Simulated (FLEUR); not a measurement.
**A series of runs on GdGa2 (P6/mmm, 3 atoms in the cell)**

```
GdGa2
1.0
    4.24792     0.00000     0.00000
   -2.12396     3.67880     0.00000
    0.00000     0.00000     4.23022
Gd Ga
1 2
Direct
  0.00000   0.00000   0.00000
  0.66667   0.33333   0.50000
  0.33333   0.66667   0.50000
```
Moments meant for the start (each program seeds them in its own way; μB, in the order of the atoms Gd Ga Ga): 7.0 0.0 0.0.

Base run A: LDA (Vosko-Wilk-Nusair), all-electron FLAPW (FLEUR), scalar-relativistic valence run with FLEUR, self-consistent single point.

Its settings: Kmax = 4 1/bohr; GmaxXC = 20 1/bohr; xcFunctional = vwn; jspins = 2; l_soc = F; mode = hist; fermiSmearingEnergy = 0.00367493 Htr; mesh (inpgen div1-3) = 4 4 3; inpgen gamma flag = false; Gmax = 20 1/bohr; numbands = 0; maxIterBroyd = 15; imix = Anderson; alpha = 0.05; precondParam = 0; minDistance = 1e-05 me/bohr^3; ctail = T; kcrel = 0; coretail_lmax = 0; theta = 0.

The starting cell comes from a database of computed structures (which also holds hypothetical and non-ambient phases and stackings), without a prior relaxation at this level. Its lattice was rescaled by a random factor within 2.5 % of one. With one magnetic atom in the cell only a parallel order is possible. With U or open f shells several self-consistent states can exist. The f electrons are in the valence without U or exact exchange, which can misplace them near the Fermi level. Spin-orbit terms, which matter for f shells, are left out. Values depend on the basis (sphere radii, cutoffs, local orbitals), which need not be converged.

ΔF is the free energy per atom less that of run A. A dash stands where there is no value to compare (another energy zero or no entropy term, no result, no spin, no clean gap, or a mesh too coarse for one). 

Run A gave: size of the net moment (μB/atom) 2.38; ending converged.

Runs:
- B: maxIterBroyd = 3
- C: maxIterBroyd = 5
- D: maxIterBroyd = 10
- E: maxIterBroyd = 20
- F: maxIterBroyd = 50
- G: maxIterBroyd = 99

**Question.** What does run B change against A?

**Answer.** The run ended unconverged after 60 iterations.

```tsv
run	ΔF (meV/atom)	size of the net moment (μB/atom)	ending
A	0.00	2.38	converged
B	–	–	not converged
C	0.00	2.38	converged
D	0.00	2.38	converged
E	0.00	2.38	converged
F	0.00	2.38	converged
G	0.00	2.38	converged
```
